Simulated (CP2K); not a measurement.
## Convergence study of the k-point mesh for MnF2 (Cmm2, 6 atoms in the cell)

```
CELL_PARAMETERS angstrom
      4.84565     0.00000     0.00000
      0.00000     4.84565     0.00000
      0.00000     0.00000     3.29345
ATOMIC_POSITIONS crystal
  Mn 0.00000 0.00000 0.01518
  Mn 0.50000 0.50000 0.50000
  F  0.30500 0.30500 0.00000
  F  0.80500 0.19500 0.50000
  F  0.19500 0.80500 0.50000
  F  0.69500 0.69500 0.00000
```
Moments meant for the start (each program seeds them in its own way; μB, in the order of the atoms Mn Mn F F F F): 5.0 -5.0 0.0 0.0 0.0 0.0.

Computed with CP2K 2026.2 with LDA (Pade form), GPW, DZVP-MOLOPT-SR-GTH basis, GTH-PADE potentials (GTH_POTENTIALS).

Base settings: UKS = T; CUTOFF = 600 Ry; REL_CUTOFF = 60 Ry; SMEAR/METHOD = FERMI_DIRAC; ELECTRONIC_TEMPERATURE = 232.09 K; KPOINTS/SCHEME = MONKHORST-PACK 2 2 3; GAMMA_CENTERED = T; XC_FUNCTIONAL = PADE; Mn1/BASIS_SET = DZVP-MOLOPT-SR-GTH-q15; Mn1/POTENTIAL = GTH-PADE-q15.

Moved along: GAMMA_CENTERED.

The second cell is the first with its lattice scaled by 0.98.

Only quantities that move along the ladder and can be compared are tabulated.

The starting cell has typed, rounded lattice constants, without a prior relaxation at this level. Its lattice was rescaled by up to half a per cent. One atom was moved a little off its site on purpose. The magnetic order is the one reached from the typed start; others were not searched systematically. Values carry the incompleteness of an atom-centred basis. In the base run, with a pressure of about -5 GPa the cell is away from its equilibrium volume at this level.

| KPOINTS/SCHEME | free energy less the last step's (meV/atom) | energy of the compressed cell less the first (meV/atom) | pressure (GPa) | largest difference of a force vector from the last step's (eV/Å) |
|---|---|---|---|---|
| MONKHORST-PACK 1 1 2 | 31.00 | -12.15 | -5.40 | 0.062 |
| MONKHORST-PACK 2 2 2 | 15.98 | -7.76 | -4.62 | 0.026 |
| MONKHORST-PACK 2 2 3 | 1.98 | -9.33 | -4.93 | 0.003 |
| MONKHORST-PACK 3 3 4 | 0.15 | -9.55 | -4.97 | 0.000 |
| MONKHORST-PACK 3 3 5 | 0.06 | -9.57 | -4.97 | 0.000 |
| MONKHORST-PACK 4 4 5 | 0.02 | -9.57 | -4.97 | 0.000 |
| MONKHORST-PACK 4 4 6 | 0.00 | -9.58 | -4.97 | 0.000 |
| MONKHORST-PACK 5 5 6 | 0.00 | -9.58 | -4.97 | 0.000 |
| MONKHORST-PACK 5 5 7 | 0.00 | -9.58 | -4.97 | 0.000 |
| MONKHORST-PACK 5 5 8 | 0.00 | -9.58 | -4.97 | 0.000 |
| MONKHORST-PACK 6 6 9 | 0.00 | -9.58 | -4.97 | 0.000 |

Coarsest KPOINTS/SCHEME that holds the energy of the compressed cell less the first within 0.2 meV/atom of the last step, with all finer ones: MONKHORST-PACK 3 3 4; the step before is off by 0.25 meV/atom.

Coarsest KPOINTS/SCHEME that holds the pressure within 0.1 GPa of the last step, with all finer ones: MONKHORST-PACK 2 2 3; the step before is off by 0.35 GPa.

Coarsest KPOINTS/SCHEME that holds the forces within 0.01 eV/Å of the last step, with all finer ones: MONKHORST-PACK 2 2 3; the step before is off by 0.026 eV/Å.

The energy difference between the two cells stays within 1 meV/atom of the last step's from MONKHORST-PACK 2 2 3 on, the total only from MONKHORST-PACK 3 3 4 on: much of the error is common to both cells and cancels.
